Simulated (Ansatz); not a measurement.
Amorphous In9Ga9Zn9O41Ta2, 70 atoms at 6.24 g/cm³, one PBE-relaxed geometry, zone centre. Methods: PBE, scalar-relativistic without spin-orbit coupling (Ansatz, a first-principles code); r2SCAN, scalar-relativistic without spin-orbit coupling (Ansatz); HSE06, scalar-relativistic without spin-orbit coupling (Ansatz). Plane waves to 420 eV (r2SCAN 500 eV); exact exchange is cut at the cell's faces. At PBE the levels at the filled edge of the gap are localised (band-tail or defect states). All rungs ran without spin polarisation.

Preparation: random packing, a CHGNet melt and quench, and a DFT relaxation. O atoms were pushed apart under 1.9 Å during the dynamics, to hinder bonds among them. The hot cell started wider than the set density and was brought back towards it in steps. It is the lowest in DFT energy of 2 quenches. It is a model cell: composition and starting density were chosen by hand, and all elements were melted together. No dispersion term was used. Its density started from a set value of 6.12 and ended at 6.24 g/cm³. The simulated quench (nominally 210 K/ps over its main leg) is rapid and tends to freeze in more defects than a deposited or slowly cooled glass has. One small periodic cell is one sample of the glass; other quenches scatter about these values. Volume and shape were free in the relaxation. On a 2×2×2 Γ-centred mesh force components of up to 0.22 eV/Å stay, since the relaxation ran on the zone centre alone.

The relaxation ran on the zone centre alone. At PBE the level gap is 1.06 eV on a 2×2×2 Γ-centred mesh, and the spacing at the zone centre alone 1.05 eV.

Problem. What zone-centre spacing does r2SCAN give, roughly?

Solution. 1.52 eV (+0.47 eV against PBE).

Problem. What zone-centre spacing does HSE06 give, roughly?

Solution. 2.59 eV (+1.54 eV against PBE).

The highest filled and the lowest empty state spread over these numbers of atoms (participation numbers): PBE: 9.3 and 61.5; r2SCAN: 9.3 and 59.9; HSE06: 8.4 and 59.5.
